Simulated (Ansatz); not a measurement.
# Si: pressure series

The reference is Si in the diamond structure (space group Fd-3m, No. 227).

```yaml
crystal:
  lattice:
    - [0.00000, 2.71688, 2.71688]
    - [2.71688, 0.00000, 2.71688]
    - [2.71688, 2.71688, 0.00000]
  atoms:
    - { symbol: Si, position: [0.00000, 0.00000, 0.00000] }
    - { symbol: Si, position: [0.25000, 0.25000, 0.25000] }
```

Cell and atoms are relaxed at each pressure.

Calculations: plane-wave PAW DFT at the PBEsol level (Ansatz, an electronic-structure program, 420 eV), scalar-relativistic without spin-orbit coupling.

Notes on the quantities. enthalpy: H = E + PV relative to the base's energy.

| change | band gap | enthalpy | volume per atom | width of the top valence band |
|---|---|---|---|---|
| base | 0.47 eV | – | 20.05 Å³ | 3.90 eV |
| pressure −2 GPa | 0.51 eV | -0.25 eV/atom | 20.50 Å³ | 3.80 eV |
| pressure −1 GPa | 0.49 eV | -0.13 eV/atom | 20.27 Å³ | 3.85 eV |
| pressure 0.9 GPa | 0.45 eV | +0.11 eV/atom | 19.87 Å³ | 3.94 eV |
| pressure 2.1 GPa | 0.43 eV | +0.26 eV/atom | 19.63 Å³ | 3.99 eV |
| pressure 4.5 GPa | 0.38 eV | +0.55 eV/atom | 19.19 Å³ | 4.09 eV |
| pressure 9 GPa | 0.31 eV | +1.08 eV/atom | 18.49 Å³ | 4.25 eV |
| pressure 15 GPa | 0.22 eV | +1.76 eV/atom | 17.72 Å³ | 4.45 eV |
| pressure 22.5 GPa | 0.11 eV | +2.57 eV/atom | 16.93 Å³ | 4.68 eV |
| pressure 30 GPa | zero | +3.34 eV/atom | 16.28 Å³ | – |

Load acts through the strain it causes; cell and atoms are relaxed under it. Stability against distortions was not tested. Measured, Si leaves this structure (for the β-tin structure) near 12 GPa (room temperature; as listed in arXiv:1906.07825). Gaps under 0.05 eV, about the width of the smearing, are given as zero. The zero or small gap of Si under pressure 15 GPa, Si under pressure 22.5 GPa and Si under pressure 30 GPa can change with the level of theory.
